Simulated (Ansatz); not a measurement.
Consider Si in the diamond structure (space group Fd-3m, No. 227; a = 5.4443 Å). Axes: x, y, z lie along the cube axes.

Level of theory: r2SCAN, PAW, 500 eV (Ansatz, a program for electronic structure; no spin-orbit coupling).

It is then changed as follows: uniaxial strain ε_zz = −2.00 %, all other strain components held at zero, atoms relaxed at fixed cell.

**Question.** Predict the stress tensor and what it implies for the stiffness.

**Answer.** Stress of the strained cell less that of the base (GPa, compression positive):
```
   1.34    0.00    0.00
   0.00    1.34    0.00
   0.00    0.00    3.42
```

Then −Δσ_ii/ε with ε = -0.0200 gives secant stiffness values (nonlinear terms included at this strain): C33 ≈ 171 GPa, C13 ≈ 67 GPa and C23 ≈ 67 GPa.

As a check, the harmonic strain energy −½ V₀ Δσ:ε is 4.3 meV/atom; the computed energy rise is 4.3 meV/atom.

No phonon test of stability was made.
